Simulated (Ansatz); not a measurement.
## ZnSe: element substitutions

Start from ZnSe in the zinc blende structure (space group F-43m, No. 216).

Space group F-43m (No. 216); a = b = c = 5.6335 Å, α = β = γ = 90.00°

```
atom  site  symmetry       x       y       z
----  ----  --------  ------  ------  ------
Se      4c      -43m  0.2500  0.2500  0.2500
Zn      4a      -43m  0.0000  0.0000  0.0000
```
(The calculation used a cell of 2 atoms; values per cell refer to that cell.)

Each row replaces one element on all its sites; cell and atoms are relaxed.

Levels (all Ansatz, a quantum-chemistry and plane-wave program, PAW): PBEsol (420 eV, without spin-orbit coupling); r2SCAN (500 eV, scalar-relativistic without spin-orbit coupling).

Band gaps by level, all at the geometries relaxed with PBEsol:

```
case      PBEsol   r2SCAN
-------  -------  -------
base     1.24 eV  1.94 eV
Zn → Cd  0.48 eV  1.10 eV
Se → W      zero     zero
Se → Ge     zero     zero
```

Single points use the geometry relaxed with PBEsol. Whether these cells are dynamically stable was not tested. As relaxed here, ZnW and ZnGe are hypothetical phases, not in the database extracts checked. The final runs are not spin-polarised.
